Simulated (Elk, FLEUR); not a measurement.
A FLEUR input for a self-consistent single point of K2Se (Fm-3m, 3 atoms in the cell) (DFT, LDA (Vosko-Wilk-Nusair), all-electron FLAPW (FLEUR), scalar-relativistic valence):

Input of the input generator:

```
K2Se FLAPW
&input film=f /
0.0000000000 7.1039264778 7.1039264778
7.1039264778 0.0000000000 7.1039264778
7.1039264778 7.1039264778 0.0000000000
1.0
1.0 1.0 1.0

3
19 0.2500000000 0.2500000000 0.2500000000
19 0.7500000000 0.7500000000 0.7500000000
34 0.0000000000 0.0000000000 0.0000000000

&comp jspins=1 /
&exco xctyp='vwn' /
&kpt div1=8 div2=8 div3=8 gamma=t /
&end /
```

```xml
<?xml version="1.0" encoding="UTF-8" standalone="no"?>
<fleurInput fleurInputVersion="0.39">
   <comment>
      K2Se FLAPW                                                                                          
   </comment>
   <calculationSetup>
      <cutoffs Kmax="3.8" Gmax="13.3" GmaxXC="13.3" numbands="0"/>
      <scfLoop itmax="80" minDistance="0.00001" maxIterBroyd="15" imix="Anderson" alpha="0.05" precondParam="0.0" spinf="2.0"/>
      <coreElectrons ctail="T" frcor="F" kcrel="0" coretail_lmax="0"/>
      <xcFunctional name="vwn" relativisticCorrections="F"/>
      <magnetism jspins="1"/>
      <soc l_soc="F" theta="0.0" phi="0.0" spav="F"/>
      <expertModes spex="0" secvar="F"/>
      <geometryOptimization l_f="T" forcealpha="1.0" forcemix="BFGS" epsdisp="0.00001" epsforce="0.00001"/>
      <ldaU l_linMix="F" mixParam="0.05" spinf="1.0"/>
   </calculationSetup>
   <cell>
      <bzIntegration valenceElectrons="34.0" mode="hist" fermiSmearingEnergy="0.0001">
         <kPointListSelection listName="default-1"/>
         <!-- k-points included here -->
         <xi:include xmlns:xi="http://www.w3.org/2001/XInclude" href="kpts.xml"> </xi:include>
      </bzIntegration>
      <!-- symmetry operations included here -->
      <xi:include xmlns:xi="http://www.w3.org/2001/XInclude" href="sym.xml"> </xi:include>
      <bulkLattice scale="1.0">
         <bravaisMatrix>
            <row-1>    0.0000000000000000     7.1039264778000000     7.1039264778000000</row-1>
            <row-2>    7.1039264778000000     0.0000000000000000     7.1039264778000000</row-2>
            <row-3>    7.1039264778000000     7.1039264778000000     0.0000000000000000</row-3>
         </bravaisMatrix>
      </bulkLattice>
   </cell>
   <atomSpecies>
      <species name="Potassium (K)" element="K" atomicNumber="19">
         <mtSphere radius="2.68" gridPoints="925" logIncrement="0.013"/>
         <atomicCutoffs lmax="10" lnonsphr="8"/>
         <electronConfig flipSpins="F">
            <coreConfig>(1s1/2) (2s1/2) (2p1/2) (2p3/2)</coreConfig>
            <valenceConfig>(3s1/2) (3p1/2) (3p3/2) (4s1/2)</valenceConfig>
            <stateOccupation state="(4s1/2)" spinUp="0.5" spinDown="0.5"/>
         </electronConfig>
         <energyParameters s="4" p="4" d="3" f="4"/>
         <lo type="SCLO" l="0" n="3" eDeriv="0"/>
         <lo type="SCLO" l="1" n="3" eDeriv="0"/>
      </species>
      <species name="Selenium (Se)" element="Se" atomicNumber="34">
         <mtSphere radius="2.68" gridPoints="925" logIncrement="0.014"/>
         <atomicCutoffs lmax="10" lnonsphr="8"/>
         <electronConfig flipSpins="F">
            <coreConfig>(1s1/2) (2s1/2) (2p1/2) (2p3/2) (3s1/2) (3p1/2) (3p3/2)</coreConfig>
            <valenceConfig>(4s1/2) (3d3/2) (3d5/2) (4p1/2) (4p3/2)</valenceConfig>
            <stateOccupation state="(4p1/2)" spinUp="0.6666666666667" spinDown="0.6666666666667"/>
            <stateOccupation state="(4p3/2)" spinUp="1.3333333333333" spinDown="1.3333333333333"/>
         </electronConfig>
         <energyParameters s="4" p="4" d="3" f="4"/>
      </species>
   </atomSpecies>
   <atomGroups>
      <atomGroup species="Potassium (K)">
         <relPos label="                   1">1.000/4.000 1.000/4.000 1.000/4.000</relPos>
         <relPos label="                   2">-1.000/4.000 -1.000/4.000 -1.000/4.000</relPos>
         <force calculate="T" relaxXYZ="TTT"/>
      </atomGroup>
      <atomGroup species="Selenium (Se)">
         <relPos label="                   3">.0000000000 .0000000000 .0000000000</relPos>
         <force calculate="T" relaxXYZ="TTT"/>
      </atomGroup>
   </atomGroups>
   <output dos="F" band="F" slice="F">
      <checks vchk="F" cdinf="F"/>
      <bandDOS minEnergy="-.5*Htr" maxEnergy="0.5*Htr" sigma="0.015" storeEVData="T"/>
      <vacuumDOS vacdos="F" integ="F" star="F" nstars="0" locx1="0.0" locy1="0.0" locx2="0.0" locy2="0.0" nstm="0" tworkf="0.0"/>
      <unfoldingBand unfoldBand="F" supercellX="1" supercellY="1" supercellZ="1"/>
      <plotting iplot="0" polar="F">
         <plot TwoD="T" vec1="  1.0  0.0  0.0" vec2="  0.0  1.0  0.0" vec3="  0.0  0.0  1.0" zero="  0.0  0.0  0.0" file="plot"/>
      </plotting>
      <chargeDensitySlicing numkpt="0" minEigenval="0.0" maxEigenval="0.0" nnne="0" pallst="F"/>
      <specialOutput eonly="F"/>
      <magneticCircularDichroism mcd="F" energyLo="-10.0" energyUp="0.0"/>
   </output>
  <!-- We include the file relax.xml here to enable relaxations (see documentation) -->
  <xi:include xmlns:xi="http://www.w3.org/2001/XInclude" href="relax.xml"> <xi:fallback/> </xi:include>
</fleurInput>
```

Translate this input to Elk.

One input that does it (others would too):

```
tasks
  0

xctype
  3

rgkmax
  8.0

gmaxvr
  14.0

nxlo
  2

lorbcnd
  .true.

lmaxi
  3

stype
  0

swidth
  0.0001

scale
  1.889726125

avec
    0.0000000000    3.7592360000    3.7592360000
    3.7592360000    0.0000000000    3.7592360000
    3.7592360000    3.7592360000    0.0000000000

sppath
  'species/'

atoms
  2   : nspecies
  'K.in'   : spfname
  2   : natoms; atposl, bfcmt below
  0.2500000000  0.2500000000  0.2500000000    0.0 0.0 0.0
  0.7500000000  0.7500000000  0.7500000000    0.0 0.0 0.0
  'Se.in'   : spfname
  1   : natoms; atposl, bfcmt below
  0.0000000000  0.0000000000  0.0000000000    0.0 0.0 0.0

ngridk
  8 8 8
```

Basis settings and potentials, where a program has them, do not carry over. This input uses DFT, LDA (PW92), all-electron FP-LAPW, Elk's shipped species files, APW+lo basis with extra local orbitals. LDA parametrisations can differ slightly between programs.

The starting cell comes from a database of computed structures (which also holds hypothetical and non-ambient phases and stackings), without a prior relaxation at this level. For this run, on top of that: lattice scaled by 0.98.
